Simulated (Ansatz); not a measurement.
## Al2O3: pressure −1 GPa

The parent structure is Al₂O₃ in the corundum structure (space group R-3c, No. 167; a = 4.774 Å, c = 13.015 Å (hexagonal axes)).

One thing is altered: a negative pressure, −1 GPa.

All numbers come from PBEsol (Ansatz, a first-principles code), no SOC. k-mesh 8×8×8 (Γ-centred); smearing 0.05 eV (Fermi–Dirac).

| quantity | base | changed | shift |
|---|---|---|---|
| density | 3.96 g/cm³ | 3.94 g/cm³ | -0.02 g/cm³ |
| lattice parameter a | 4.774 Å | 4.780 Å | +0.006 Å |
| c/a ratio | 2.726 | 2.727 | +0.0003 |
| shortest interatomic distance | 1.861 Å | 1.864 Å | +0.003 Å |
| enthalpy H = E + PV relative to the base's energy | – | -0.05 eV/atom | – |
| band gap | 6.03 eV | 5.98 eV | -0.05 eV |
| gap character | direct at Γ | direct at Γ | – |
| width of the top valence band | 0.63 eV | 0.63 eV | +0.006 eV |
| electron mass | 0.40 mₑ along c, 0.37 mₑ across (at Γ) | 0.39 mₑ along c, 0.37 mₑ across (at Γ) | – |
| valence-band top at Γ (three highest levels, from the VBM) | 0.00, -0.04, -0.04 eV | 0.00, -0.03, -0.03 eV | – |

Load acts through the strain it causes; cell and atoms are relaxed under it. Effective masses come from finite differences of ±0.01 Å⁻¹. No phonon test of stability was made.
